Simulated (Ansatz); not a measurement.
An Ansatz (a first-principles code) input for (Pb,Sn)(Se,Te) alloy cell Pb3Sn5Se6Te2 (rock salt start):

Ansatz 0.2 input:
```yaml
crystal:
  lattice:
    - [-0.000000002, 6.198729935, 6.19872995]
    - [6.195381255, 0.000524557, 6.198205392]
    - [6.194082161, 6.196906286, 0.001823648]
  atoms:
    - { symbol: Pb, position: [0.000373049, 0.012697239, -0.013007961] }
    - { symbol: Sn, position: [-0.005165172, 0.005325654, 0.50500468] }
    - { symbol: Pb, position: [0.006302045, 0.493982249, -0.006586358] }
    - { symbol: Sn, position: [0.000639548, 0.489242275, 0.510575101] }
    - { symbol: Pb, position: [0.499937685, 0.012697227, -0.013007956] }
    - { symbol: Sn, position: [0.494543834, 0.005629945, 0.505282373] }
    - { symbol: Sn, position: [0.505170128, 0.494969474, -0.005309728] }
    - { symbol: Sn, position: [0.499543087, 0.489242272, 0.510575095] }
    - { symbol: Se, position: [0.249299191, 0.250643514, 0.253574848] }
    - { symbol: Se, position: [0.251475084, 0.252739007, 0.744310841] }
    - { symbol: Te, position: [0.250011761, 0.743250114, 0.256726354] }
    - { symbol: Se, position: [0.253494484, 0.749292838, 0.746559106] }
    - { symbol: Se, position: [0.746482459, 0.250643513, 0.253574846] }
    - { symbol: Se, position: [0.750001189, 0.254075285, 0.745922324] }
    - { symbol: Te, position: [0.747238052, 0.74627656, 0.259247317] }
    - { symbol: Se, position: [0.750653573, 0.749292836, 0.746559118] }
basis:
  ecutwfc: 420
  ecutrho_ratio: 4
  xc_grid: 2
kpoints:
  mp_grid: { grid: [4, 4, 4] }
hamiltonian:
  xc: pbe
  dispersion: none
  pseudopotentials: { kind: paw }
scf:
  n_extra_bands: 18
  occupations: { method: fermi_dirac, width: 0.01 }
output:
  forces: true
  stress: true
  eigenstates:
    kpoints:
      - [0.0, 0.0, 0.0]
      - [-0.15, 0.0, -0.15]
      - [0.0, -0.15, -0.15]
    e_range: [-4.0, 6.0]
    localisation: true
relax:
  f_tol: 0.03
  max_steps: 90
  cell: { stress_tol: 0.15 }
```

Calculation: PBE (plane waves to 420 eV, PAW; Ansatz). No spin–orbit coupling. Its k-point mesh 4×4×4, Fermi–Dirac width 0.01 eV.

Problem. Write the closing report of this run, without the band table and long remarks, to eight decimals at most.

Solution. 
```
SCF converged after 6 iterations
Free energy (F): -112621.561363 eV
Harris-Foulkes:  -112621.561363 eV  (|F-HF|=4.66e-10)
Internal energy: -112621.560927 eV  (E = F + TS)
E sigma→0 (E₀):  -112621.561145 eV
Entropy (-TS):   -0.000436 eV (-0.027 meV/atom)
Fermi energy:    8.742923 eV
--- Per-component energies (eV) ---
  E_band       = -3531.391256
  E_kinetic    = 2852.116822
  E_local      = -25456.093127  (includes V_loc(G=0)·N_el)
  E_nonlocal   = -3309.287028
  E_hartree    = 13122.835333
  E_xc         = -3451.855103
  E_vxc        = -1675.694388  (∫ρ·V_xc dr)
  E_paw        = -72667.067634  (= ΣΔE_a)
  E_vpaw       = -2188.100961  (= ΣTr[D̂ρ^β])
  E_aug_tail   = -0.003784  (compensation charges beyond the density's cutoff)
  E_ewald      = -23712.206407
  E_smearing   = -0.000436  (= −TS)
  E_closure    = 0.000000  (closes the sum)
  Σ components = -112621.561363   (vs F -112621.561363, Δ=0.00e0)
--- Forces (eV/Å), atoms counted from 1 ---
  atom   1  Pb    -0.00499775     0.01031420    -0.01223936
  atom   2  Sn    -0.00163946    -0.01114881     0.01114881
  atom   3  Pb     0.01352327    -0.00612752     0.00612752
  atom   4  Sn    -0.00711498     0.00705048    -0.01192349
  atom   5  Pb    -0.00499775     0.01223936    -0.01031420
  atom   6  Sn     0.01268661    -0.00858599     0.00858599
  atom   7  Sn    -0.00040636    -0.01238026     0.01238026
  atom   8  Sn    -0.00711498     0.01192349    -0.00705048
  atom   9  Se     0.00685441     0.00260663    -0.01115860
  atom  10  Se    -0.01343822    -0.01152860     0.01152860
  atom  11  Te     0.00109486    -0.00526445     0.00526445
  atom  12  Se     0.00381612     0.01084417    -0.01009525
  atom  13  Se     0.00685441     0.01115860    -0.00260663
  atom  14  Se     0.00154929    -0.01463780     0.01463780
  atom  15  Te    -0.01049337    -0.00656495     0.00656495
  atom  16  Se     0.00381612     0.01009525    -0.01084417
  max |Σ_I F_I| component: 7.76e-6 eV/Å
--- Stress (GPa, compression-positive) ---
       -0.034857       0.000047      -0.000047
        0.000047      -0.035311       0.000685
       -0.000047       0.000685      -0.035311
  P = ⅓ Tr σ = -0.0352 GPa (-0.352 kbar)
--- Relaxed structure (3 steps of the walk, 3 accepted, 1 SCFs on fresh bases) ---
  F+E_penalty+E_count = -112621.56136309 eV   max|allowed force component| = 1.464e-2 eV/Å   (the final SCF, on the basis selected at the relaxed cell)
  cell:  # Å, volume = 479.4023 Å³
    - [0.0, 6.21383182, 6.21383182]
    - [6.20866871, 0.00161980, 6.21221202]
    - [6.21037735, 6.21391963, -8.78122750e-5]
  atoms:
    - { symbol: Pb, position: [5.00874796e-5, 0.01182608, -0.01226166] }
    - { symbol: Sn, position: [-0.00516940, 0.00529217, 0.50504663] }
    - { symbol: Pb, position: [0.00563454, 0.49454478, -0.00581386] }
    - { symbol: Sn, position: [0.00019195, 0.48971548, 0.51000439] }
    - { symbol: Pb, position: [0.50038549, 0.01182608, -0.01226166] }
    - { symbol: Sn, position: [0.49504687, 0.00498019, 0.50492606] }
    - { symbol: Sn, position: [0.50490756, 0.49521290, -0.00502801] }
    - { symbol: Sn, position: [0.50008819, 0.48971548, 0.51000439] }
    - { symbol: Se, position: [0.24976218, 0.24944252, 0.25635068] }
    - { symbol: Se, position: [0.25254864, 0.25256283, 0.74233988] }
    - { symbol: Te, position: [0.24981010, 0.74476350, 0.25561629] }
    - { symbol: Se, position: [0.25523337, 0.74935922, 0.74555935] }
    - { symbol: Se, position: [0.74444461, 0.24944252, 0.25635068] }
    - { symbol: Se, position: [0.74983350, 0.25502381, 0.74530918] }
    - { symbol: Te, position: [0.74738423, 0.74693323, 0.25829830] }
    - { symbol: Se, position: [0.74984806, 0.74935922, 0.74555935] }
```

Cost: very roughly 12 core-minutes.
